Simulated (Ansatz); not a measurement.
Cells marked so need not be the phases stable at ambient conditions, and some may be hypothetical.

 Where the default PAW files enter, the runs use the earlier of Ansatz's two default sets.

The gap is the functional's own. No spin-orbit coupling. Mid-gap values are interpolated on the energy grid.

A. KAs4BrO6 (P6/mmm, not sure to be the ambient phase, 12 atoms a cell, 18.0 Å³ an atom, -2 GPa at this level), along the normal of (001)
B. TlI (Pm-3m, CsCl type, not sure to be the ambient phase, 2 atoms a cell, 36.8 Å³ an atom), along the normal of (001)
C. YSF (P4/nmm, not sure to be the ambient phase, 6 atoms a cell, 16.2 Å³ an atom), along the normal of (001)

Put the candidates in order of mid-gap decay constant of the slowest evanescent state, lowest first, for r2SCAN run with Ansatz (a quantum-chemistry and plane-wave program).

B (0.18 1/Å), C (0.29 1/Å), A (0.35 1/Å)
